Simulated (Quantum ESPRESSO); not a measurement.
**σxx against uniaxial strain in cubic perovskite SrTiO3 (space group 221): C11 (Quantum ESPRESSO, PBEsol)**

```
SrTiO3
1.0
    3.83462     0.00000     0.00000
    0.00000     3.89302     0.00000
    0.00000     0.00000     3.89302
Sr Ti O
1 1 3
Direct
  0.00000   0.00000   0.00000
  0.50000   0.50000   0.50000
  0.50000   0.00000   0.50000
  0.00000   0.50000   0.50000
  0.50000   0.50000   0.00000
```

Method of the run: PBEsol, GBRV 1.5 ultrasoft (PBESOL) pseudopotentials (plane waves; Quantum ESPRESSO 7.5). Settings: ecutwfc = 65 Ry; ecutrho = 520 Ry; occupations = smearing; smearing = fermi-dirac; degauss = 0.000734986 Ry; potentials = {Sr: sr_pbesol_v1.uspp.F.UPF, Ti: ti_pbesol_v1.4.uspp.F.UPF, O: o_pbesol_v1.2.uspp.F.UPF}; K_POINTS = automatic 10 10 10 0 0 0; conv_thr = 1e-10 Ry. The cell above is the first row's. The rows stretch one cube axis (x) by the strain ε and hold the other two. Stress is positive in tension. In all rows fractional positions and the k mesh are held.

| ε (%) | σxx (GPa) |
|---|---|
| -1.5 | ? |
| -1.0 | -3.66 |
| -0.5 | -1.77 |
| 0.0 | 0.03 |
| 0.5 | 1.73 |
| 1.0 | 3.34 |
| 1.5 | 4.87 |
| 2.0 | 6.32 |

Fit σxx of the 7 rows that show it with a parabola. Least squares gives σxx = 0.023 + 3.5012·ε - 0.1776·ε². Residuals (row less fit): -0.004, 0.002, 0.007, 0.001, -0.007, -0.005, 0.005; standard error 0.006 (degrees of freedom: 4). The slope at ε = 0, 3.5012 GPa per cent, gives C11 ≈ 100 × 3.5012 = 350 GPa, for the static lattice.

**Question.** Predict the withheld σxx at ε = -1.5 from the fit, and compare with the calculation.

**Answer.** σxx = 0.023 + 3.5012 × (-1.5) - 0.1776 × (-1.5)² = -5.628 GPa. The calculation gives -5.66 GPa, 0.032 GPa below the prediction (0.3 % of the range of σxx in the table). The row lies outside the fitted rows, so this is an extrapolation. From the scatter of the fitted rows alone, a prediction at this place has a standard error of 0.012 GPa, so the miss is 2.7 times that.

Carrying the step between the two nearest rows on in a straight line would have given -5.55, off by 0.11; series whose last step already gives the withheld value aren't shown. The reference cell has the volume at which an earlier scan in this program and functional put its minimum by a fit. This is the room-temperature phase, which distorts on cooling and is held here by symmetry. The runs keep the symmetry of the cell, so they don't test it for distortions. The unstrained cell stands at a pressure of -0.03 GPa, and the constants belong to that pressure. By symmetry this strain leaves no force on the atoms; the largest in the rows is 0.000 eV/Å. Cutoffs and mesh are single choices, not tested for convergence of this quantity. Series with a scatter that would blur these digits, or in which a gap closes, are not shown. Strain series were run only where this level's volume lies within 10 % of a first guess from the measured size.
